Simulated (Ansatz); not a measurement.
Effect of biaxial strain −3.00 %, plane normal [001], relaxed out of plane on Al2O3

The reference is Al₂O₃ in the corundum structure (space group R-3c, No. 167; a = 4.774 Å, c = 13.015 Å (hexagonal axes)). Axes: x lies along a and z along c of the hexagonal cell.

One thing is altered: compressive biaxial strain of 3.00 % in the plane normal to [001], as in epitaxy on a mismatched substrate; the out-of-plane cell vector and the atoms relax.

Calculations: PBEsol, PAW, 420 eV (Ansatz, a quantum-chemistry and plane-wave program; no spin-orbit coupling). k-mesh 8×8×8 (Γ-centred); smearing 0.05 eV (Fermi–Dirac).

The volume per atom shrinks by 0.38 Å³, from 8.56 Å³ to 8.18 Å³ and the space group remains R-3c (No. 167). The shortest interatomic distance decreases by 0.060 bohr to 3.457 bohr and the energy rises by 29 meV/atom. The pressure (mean of the normal stresses, compression positive) goes from zero to 12.50 GPa and the band gap rises by 0.51 eV to 6.54 eV. The gap character is still direct at Γ and the width of the top valence band increases by 0.09 eV (0.63 eV → 0.72 eV). The electron mass becomes 0.38 mₑ out of plane, 0.41 mₑ in plane (at Γ) (base: 0.40 mₑ along c, 0.37 mₑ across (at Γ)) and the valence-band top at Γ (three highest levels, from the VBM) becomes 0.00, 0.00, -0.39 eV (base: 0.00, -0.04, -0.04 eV). The out-of-plane strain comes out as +1.55 % and the ratio −ε⊥/ε∥ amounts to 0.52. The mean in-plane stress (compression positive) is +18.8 GPa.

Final structure (turned so that z lies along the plane normal):

```
CELL_PARAMETERS angstrom
      4.63056     0.00000     0.00000
      2.31528     4.01019     0.00000
      2.31528    -1.33673     4.40551
ATOMIC_POSITIONS crystal
  Al 0.70068 0.64966 0.94898
  Al 0.70068 0.14966 0.44898
  Al 0.29932 0.35034 0.05102
  Al 0.29932 0.85034 0.55102
  O  0.50000 0.44213 0.25000
  O  0.80787 0.75000 0.25000
  O  0.50000 0.55787 0.75000
  O  0.80787 0.94213 0.75000
  O  0.19213 0.25000 0.75000
  O  0.19213 0.05787 0.25000
```

Effective masses come from finite differences of ±0.01 Å⁻¹. Stability against distortions was not tested.
